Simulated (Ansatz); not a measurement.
**Computed paths: interstitial Cu in zinc-blende InP, charge state +1**

Consider interstitial Cu in zinc-blende InP, charge state +1. Method: PBE, PAW (plane waves to 420 eV; Ansatz, a program for electronic structure).

Cell of 64 host sites held at the relaxed PBE lattice; one k-point at (0.250, 0.250, 0.250); Fermi-Dirac width 0.05 eV, spin-restricted; finite-size errors left in. Static, classical nuclei. PBE gaps are too small, and in this host the defect's levels may merge with the bands. The charge state is imposed; whether it is stable for some Fermi level was not computed. Sites that were not tried may lie lower.

Barriers: single points on a 2×2×2 k-point mesh shifted by half a step at the bands' geometries.

```
Route                         Start site over the lowest site run (eV)  Hop (Å)  Forward barrier (eV)  Backward barrier (eV)                             Neighbours at the start                                                     Neighbours at the saddle                        Saddle order  Forward, on the band's own sampling (eV)
----------------------------  ----------------------------------------  -------  --------------------  ---------------------  --------------------------------------------------  ---------------------------------------------------------------------------  ----------------------------------  ----------------------------------------
a direct jump of one Cu atom                                      0.00     3.04                  0.70                   0.70  In at 2.77, 2 In at 2.78; 2 P at 2.39, P at 2.40 Å  In at 2.60, In at 2.62, 2 In at 2.92; P at 2.38, 2 P at 2.98, 2 P at 3.01 Å  not checked, on a symmetry element                                      0.71
```

Paths come from climbing-image nudged elastic band runs.  A band can be held on a symmetry element, so unchecked saddle points there may be too high. A further band (a direct jump of one Cu atom (a rearrangement that moves the defect's centre by under 1 Å), 0.71 Å) gave 0.014 eV forward on its own sampling, 0.014 eV above the lowest site run, but it is nearly flat, so it is not taken as a result.

The whole set of runs took about 3 core-hours (a rough figure).
